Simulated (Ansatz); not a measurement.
**InPd3 in the Cu3Au type structure (space group Pm-3m, No. 221; a cell from a computed database, its experimental status unchecked)**

```cif
data_InPd3
_chemical_formula_sum 'In1 Pd3'
_space_group_name_H-M_alt 'Pm-3m'
_space_group_IT_number 221
_space_group_name_Hall '-P 4 2 3'
_cell_length_a 3.96988
_cell_length_b 3.96988
_cell_length_c 3.96988
_cell_angle_alpha 90.000
_cell_angle_beta 90.000
_cell_angle_gamma 90.000
loop_
_atom_site_label
_atom_site_type_symbol
_atom_site_symmetry_multiplicity
_atom_site_Wyckoff_symbol
_atom_site_fract_x
_atom_site_fract_y
_atom_site_fract_z
_atom_site_occupancy
In1 In 1 a 0.00000 0.00000 0.00000 1
Pd1 Pd 3 c 0.00000 0.50000 0.50000 1
```

All numbers come from Ansatz (a program for electronic structure), PBEsol, PAW, cutoff 420 eV, scalar-relativistic without spin-orbit coupling. k-mesh 12×12×12 (Γ-centred); smearing 0.05 eV (Fermi–Dirac).

* **Volume per atom**: 15.64 Å³
* **Density**: 11.52 g/cm³
* **Band gap**: zero
* **Total energy**: -6561.787 eV/atom (σ→0; compares only within this code and set-up)

Whether these cells are dynamically stable was not tested. The base started in P4/mmm and relaxed to Pm-3m at this level. The final runs are not spin-polarised.
